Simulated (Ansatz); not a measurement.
The parent structure is SiC (space group P6_3mc, No. 186; a = 3.0778 Å, c = 10.0773 Å). Axes: x lies along a and z along c of the hexagonal cell.

Computed with r2SCAN/PAW in Ansatz (an electronic-structure program), without spin-orbit coupling, earlier PAW set.

Before the change:

| Item | Value |
|---|---|
| Volume per atom | 10.33 Å³ |
| Band gap | 2.60 eV |
| Pressure | 0.00 GPa |

Modification: compressive biaxial strain of 0.90 % in the plane normal to [001], as in epitaxy on a mismatched substrate; the out-of-plane cell vector and the atoms relax.

Problem. Predict the new volume per atom.

Solution. The volume per atom decreases by 0.169 Å³, from 10.33 Å³ to 10.17 Å³.

Problem. Estimate the effect on the band gap.

Solution. The band gap decreases by 0.065 eV, from 2.60 eV to 2.53 eV.

Problem. Predict the new pressure.

Solution. The pressure (mean of the normal stresses, compression positive) goes from zero to 3.91 GPa.

Problem. What happens to the electron mass?

Solution. The electron mass comes out as 0.51 mₑ along k, 0.29 mₑ across (at M).

Effective masses come from finite differences of ±0.01 Å⁻¹. Along k means along the line from Γ to the band edge. No phonon test of stability was made.
